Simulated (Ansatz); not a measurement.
Strongest site found for S on several surfaces, against ⅛ S8(g).

Calculation: PBE (plane waves to 420 eV, PAW; Ansatz, a quantum-chemistry and plane-wave program).

Counted are starts at which the adsorbate stayed whole and on top. Thin slabs; no dispersion, zero-point or thermal terms; negative values mean binding.

| surface, area an adsorbate | bonded to | E_ads (eV) | shortest bond to the host (Å) |
|---|---|---|---|
| hcp Ru (0001), 13 Å² | 3 Ru | -2.04 | 2.30 |
| fcc Rh (111), 6 Å² | Rh | -0.44 | 2.20 |
| bcc W (110), 29 Å² | 4 W | -3.24 | 2.39 |
| fcc Cu (111), 11 Å² | 3 Cu | -0.65 | 2.25 |
| fcc Rh (111), 13 Å² | 3 Rh | ? | 2.25 |
| fcc Ni, ferromagnetic (111), 11 Å² | 3 Ni | -1.23 | 2.15 |
| fcc Rh (111), 25 Å² | 3 Rh | ? | 2.25 |
| bcc Mo (110), 7 Å² | 3 Mo | ? | ? |

Fill in the missing entries.


- fcc Rh (111), 13 Å², E_ads (eV): -1.65
- fcc Rh (111), 25 Å², E_ads (eV): -2.37
- bcc Mo (110), 7 Å², E_ads (eV): -1.59
- bcc Mo (110), 7 Å², shortest bond to the host (Å): 2.32
